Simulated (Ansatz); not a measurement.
For Ba2F (model structure, started from the Ca2N type, R-3m, No. 166, 3 atoms in the cell), PBE (plane waves, PAW; Ansatz, a first-principles code) gives:

```
Item                       Result
-------------------  ------------
lattice constant a        4.269 Å
lattice parameter c      21.230 Å
bulk modulus             16.2 GPa
cohesive energy      3.25 eV/atom
```

What does r²SCAN in Ansatz (plane waves, PAW) give for the same quantities?


- lattice constant a: 4.258 Å (shrinks by 0.3 %)
- lattice parameter c: 20.973 Å (falls by 1.2 %)
- bulk modulus: 18.0 GPa (increases by 11 %)
- cohesive energy: 3.40 eV/atom (rises by 0.15 eV/atom)

Changes are worked out from the printed values.

Unless a cell is named, each level is at its own relaxed cell (PBE 37.24, r²SCAN 36.58 Å³/atom).

Caveats: the bulk modulus is −V dP/dV from two relaxed cells at ±2 % in volume (PBE, r²SCAN). Ansatz's density-functional and Hartree–Fock values are scalar-relativistic unless marked +SOC, with PAW data made under PBE.

A model structure was made by putting elements into a prototype or built by hand; it is no filed structure, need not be a known phase, and can be a saddle point held by its symmetry.
